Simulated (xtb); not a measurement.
xtb 6.7.1, GFN1-xTB: Zr(NMe)(Cl)(NH2) (C[N]=[Zr]([NH2])[Cl]), 10 atoms. The geometry is a generated start, not checked to be a minimum at this level.

| Quantity | Value |
|---|---|
| method | GFN1-xTB |
| --acc | 1 (default) |
| --etemp (K) | 300 (default) |
| detailed input (--input) | none: ANC optimiser, Lindh (1995) Hessian, microcycle=20, maxdispl=1.0, hlow=0.01 (default) |
| basis functions | 42 |
| valence electrons | 30 |

```xyz
10

Zr    -1.0562     0.7331     0.8916
N     -1.0114    -0.1466    -0.7833
C      0.1458    -0.2372    -1.6484
H      0.8253    -1.0492    -1.3198
H     -0.1703    -0.4581    -2.6749
H      0.7134     0.7250    -1.6589
Cl    -0.1273     2.7946     0.4716
N      0.1672    -0.4202     2.0627
H     -0.0788    -0.6872     3.0250
H      0.5924    -1.2542     1.6343
```

Charge 0 and multiplicity 1 are set for this test and not shown to be the ground state.

The structure is relaxed from this start with --opt LEVEL for the levels crude, sloppy, loose, lax, normal, tight, vtight, extreme, once each. Up to the end of the extreme run atoms move by at most 1.0 Å along an axis.

### Question
Which level is enough to come within 1 meV of the tightest end point?

### Answer
lax: 26 cycles against 37, ending 0.30 meV above.

```
level    cycles  energy above the extreme run (meV)  gradient norm (eV/Å)
-------  ------  ----------------------------------  --------------------
crude        16                                  30                  0.44
sloppy       24                                 1.4                  0.10
loose        24                                 1.4                  0.10
lax          26                                0.30                 0.070
normal       28                               0.070                 0.044
tight        30                               0.020                0.0077
vtight       33                          under 0.01                0.0020
extreme      37                                   —                0.0014
```
